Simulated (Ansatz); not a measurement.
# Effect of pressure 9 GPa on hypothetical cubic perovskite NaCoBr3

Start from NaCoBr₃ in the cubic perovskite structure (space group Pm-3m, No. 221; a = 4.969 Å; ferromagnetic; a hypothetical phase, not in the database extracts checked).

Perturbation: cell and atoms relaxed at a pressure of 9 GPa.

Level of theory: Ansatz (an electronic-structure program), PBEsol, PAW, cutoff 420 eV, no spin-orbit coupling. Settings: 10×10×10 k-points, 0.05 eV Fermi–Dirac smearing.

- Volume per atom = 20.35 Å³ (base 24.53 Å³)
- Density = 5.25 g/cm³ (base 4.35 g/cm³)
- Lattice parameter a = 4.668 Å (base 4.969 Å)
- Shortest interatomic distance = 2.334 Å (base 2.484 Å)
- Band gap = zero (base zero)
- Magnetic state = ferromagnetic (base ferromagnetic)
- Largest site moment = 0.47 μB (base 1.79 μB)

Load acts through the strain it causes; cell and atoms are relaxed under it. Whether these cells are dynamically stable was not tested. No other phases were tried under pressure. No Hubbard U is applied and the magnetic state is the run's own (NaCoBr3 ferromagnetic); small cells can't hold the antiferromagnetic order that many such compounds have, so gaps and moments can be off. Many cubic perovskites are stable only at high temperature; tilts and polar distortions were not tested.
